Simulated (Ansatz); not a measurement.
Start from TiO$_{2}$ in the rutile structure (space group P4_2/mnm, No. 136; a = 4.591 Å, c = 2.939 Å).

One thing is altered: a hydrostatic pressure of 10 GPa.

Levels (all Ansatz, a first-principles code, PAW): PBEsol (420 eV, no SOC); r2SCAN (500 eV, no spin-orbit coupling); HSE06 (420 eV, no spin-orbit coupling).

At the geometry relaxed with PBEsol, these levels gave the following band gaps, in shuffled order: (a) 2.29 eV, (b) 3.47 eV, (c) 1.90 eV.

Match each gap to its level.

(a) r2SCAN; (b) HSE06; (c) PBEsol.

Single points use the geometry relaxed with PBEsol. Load acts through the strain it causes; cell and atoms are relaxed under it. Whether these cells are dynamically stable was not tested. No other phases were tried under pressure. The final runs are not spin-polarised.
